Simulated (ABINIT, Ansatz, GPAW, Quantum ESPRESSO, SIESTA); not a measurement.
# ScZn₃ (P6_3/mmc, 8 atoms in the cell) computed with different codes at matched settings

Self-consistent single point.

```
CELL_PARAMETERS angstrom
      5.80685     0.00000     0.00000
     -2.90342     5.02888     0.00000
      0.00000     0.00000     4.28978
ATOMIC_POSITIONS crystal
  Sc 0.33333 0.66667 0.75000
  Sc 0.66667 0.33333 0.25000
  Zn 0.84266 0.68533 0.75000
  Zn 0.15734 0.31467 0.25000
  Zn 0.15734 0.84266 0.25000
  Zn 0.84266 0.15734 0.75000
  Zn 0.31467 0.15734 0.75000
  Zn 0.68533 0.84266 0.25000
```

All programs got the same cell, k-point mesh and kind of occupations (in Ansatz's words: kpoints.mp_grid.grid = 5 5 5; scf.occupations.method = fermi_dirac; scf.occupations.width = 0.05 eV); potentials, basis and cutoffs are each program's usual ones.

```
code                                                                                                                                 model  pressure (GPa)  largest force (eV/Å)  k-points       cutoff
----------------  ------------------------------------------------------------------------------------------------------------------------  --------------  --------------------  --------  -----------
Ansatz                                                                                                 LDA (PW92), PAW files made with PBE           -3.55                 0.014        15      default
Quantum ESPRESSO                                                                       LDA (PZ), GBRV 1.5 ultrasoft (LDA) pseudopotentials           -4.01                 0.003        15        50 Ry
GPAW                                                                         LDA (Perdew-Wang 92), GPAW PAW datasets LDA (gpaw-data 1.0.1)           -3.71                 0.021        15       800 eV
ABINIT                                                                                                  LDA (PW92), PAW (JTH v2.0 LDA PAW)           -3.59                 0.016        15        30 Ha
SIESTA            LDA PW92, numerical atomic orbitals DZP, PseudoDojo LDA standard norm-conserving potentials (rewritten from UPF to PSML)          -13.12                 0.363        63  grid 400 Ry
```

The spread over the programs that give each value: pressure within 9.57 GPa; largest force within 0.360 eV/Å.

The starting cell comes from a database of computed structures (which also holds hypothetical and non-ambient phases and stackings), without a prior relaxation at this level. Its lattice was rescaled by a random factor within 2.5 % of one. On Ansatz's run: In the base run, with a pressure of about -4 GPa the cell is away from its equilibrium volume at this level.

Question: Why do the programs differ, and what cannot be compared?

Answer: Differences of this kind can come from the potentials, where these differ, and from what each basis and cutoff leave unconverged. The valence holds different numbers of electrons (Ansatz (a first-principles code) 94, Quantum ESPRESSO 142, GPAW 94, ABINIT 94, SIESTA 142). The zero of total energies and Fermi levels follows the potentials and each program's conventions, so they are not compared here. SIESTA uses small atom-centred bases, whose incompleteness enters pressures, forces and empty levels differently from a plane-wave cutoff. Ansatz's pressure is given at a fixed set of plane waves, as the other plane-wave codes print theirs; with its correction for the finite basis it is -3.51 GPa. The same LDA comes in different parametrisations, which differ slightly. The programs reduce the same mesh by symmetry to different extents, which changes the work and not the result. In the pressure, SIESTA (by 9.47) lies more than 1 GPa from the median of the plane-wave programs. In the force vectors, SIESTA (by 0.347) lies more than 0.08 eV/Å from the median of the plane-wave programs.

Left out of this page: FLEUR (with a known weakness of the program).

Keys are those of Ansatz 0.2.
